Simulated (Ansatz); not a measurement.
## ZnS: energy against volume

ZnS (zinc blende, F-43m, 19.213 Å³/atom and stress up to 0.01 GPa in the relaxed cell, cube axes along x, y and z) under an equal strain ε along all three axes. PBEsol in Ansatz, a plane-wave DFT program (PAW, default set), 420 eV, 11×11×11 Γ-centred mesh, Fermi-Dirac smearing 0.05 eV; ions are relaxed, or left where forces stay under 0.02 eV/Å, within the symmetry of each cell.

Here V stands for volume and E for E less E0.

| volume (Å³/atom) | E less E0 (meV/atom) | pressure (GPa) |
|---|---|---|
| 18.0828 | 18.21 | 5.46 |
| 18.3610 | 10.05 | 3.95 |
| 18.6421 | 4.38 | 2.54 |
| 18.9260 | 1.07 | 1.22 |
| 19.2127 | 0.00 | -0.01 |
| 19.5023 | 1.07 | -1.15 |
| 19.7949 | 4.15 | -2.21 |
| 20.0903 | 9.15 | -3.20 |
| 20.3887 | 15.97 | -4.11 |
| 20.9942 | ? | ? |

The 9 complete rows are fitted with the third-order Birch-Murnaghan form, a cubic in V^(-2/3), E against V. With u = V^(-2/3) - 0.139, the rows have u = 0.006152, 0.004682, 0.003234, 0.001808, 0.000404, -0.000980, -0.002343, -0.003686, -0.005010. Least squares gives E = 0.098 - 454.0·u + 546496·u² + 952215·u³. Residuals (row less fit): 0.000, 0.000, 0.002, 0.001, -0.004, 0.003, 0.000, 0.001, 0.000; standard error 0.003 (degrees of freedom: 5). Its minimum lies at u = 0.000415, so V0 = (0.139415)^(-3/2) = 19.21. There d²E/du² = 1095000 and d³E/du³ = 5713000, so B0 = (4/9) × 19.21^(-7/3) × 1095000 × 0.160218 = 78.9 GPa (the last factor turns the table's units into GPa), and B0' = 4 + (2/3) × 0.139415 × (5713000)/1095000 = 4.5. B0' rests on the cubic coefficient alone and has a standard error of 0.1 from these residuals.

### Question
Estimate the missing E (V = 20.9942); what did the run itself give?

### Answer
u = -0.007598, so E = 0.098 - 454.0 × (-0.007598) + 546496 × (-0.007598)² + 952215 × (-0.007598)³ = 34.679 meV/atom. The calculation gives 34.69 meV/atom, 0.011 meV/atom above the prediction (0.0 % of the range of E in the table). The row lies outside the fitted rows, so this is an extrapolation. The scatter of the fitted rows lies at the last printed digit.

Other structures, which can take over under pressure, weren't tried. The same form fitted to the pressure column gives B0' = 4.4; series where the two differ by over 0.4 aren't shown. Rows are the converged runs of the series near zero and its far end, less any whose ions stayed unrelaxed beside relaxed ones; series whose fitted rows scatter by over a few per cent of the range, as at a crossing or softening among them, aren't shown in this form.
